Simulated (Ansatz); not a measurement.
Sb under a change: Sb → Al

Start from Sb in the A7 type structure (space group R-3m, No. 166; a = 4.269 Å, c = 10.717 Å (hexagonal axes)).

Perturbation: Al takes the place of Sb on all its sites, then cell and atoms are relaxed.

All numbers come from PBEsol-D3(BJ) (Ansatz, a program for electronic structure), no spin-orbit coupling, earlier PAW set. Settings: 20×20×20 k-points, 0.05 eV Fermi–Dirac smearing, for the changed cell.

The volume per atom shrinks by 12.65 Å³ (28.19 Å³ → 15.54 Å³) and the density decreases by 4.29 g/cm³ to 2.88 g/cm³. The space group becomes Fm-3m (No. 225) (base: R-3m (No. 166)) and the shortest interatomic distance shrinks by 0.110 Å, from 2.911 Å to 2.801 Å. The band gap is still zero.

Final structure:

```
CELL_PARAMETERS angstrom
      0.00000     1.98058     1.98058
      1.98058     0.00000     1.98058
      1.98058     1.98058     0.00000
ATOMIC_POSITIONS crystal
  Al 0.50000 0.50000 0.50000
```

Spin-orbit coupling, missing from the scalar runs, can matter with Sb. No phonon test of stability was made.
